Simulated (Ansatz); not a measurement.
Consider the following.

```xyz
2
Lattice="0.0000 2.9214 2.9889 2.9214 0.0000 2.9889 2.9214 2.9214 0.0000" Properties=species:S:1:pos:R:3 pbc="T T T"
In     0.0000     0.0000     0.0000
P      1.4607     1.4607     1.4944
```

Computed with r2SCAN with spin-orbit coupling, rigid bands (plane waves, PAW; Ansatz, a first-principles code). Condition of this run: uniaxial stress along [001] of -1 GPa (compression positive) (the target of the relaxation). How the cell was made: cell and atoms relaxed with PBEsol, then loaded as said.

**Question.** What conductivity effective mass do dilute electrons have at 300 K?

**Answer.** 0.086 (x), 0.086 (y), 0.090 (z) mₑ.

**Question.** What conductivity effective mass do dilute holes have at 300 K?

**Answer.** 0.44 (x), 0.44 (y), 0.58 (z) mₑ.

**Question.** And the band gap?

**Answer.** 1.02 eV at this level; semilocal functionals usually fall short of the measured gap.

Rigid bands, one relaxation time for all states, no polarons. Geometry: cell and atoms relaxed with PBEsol.
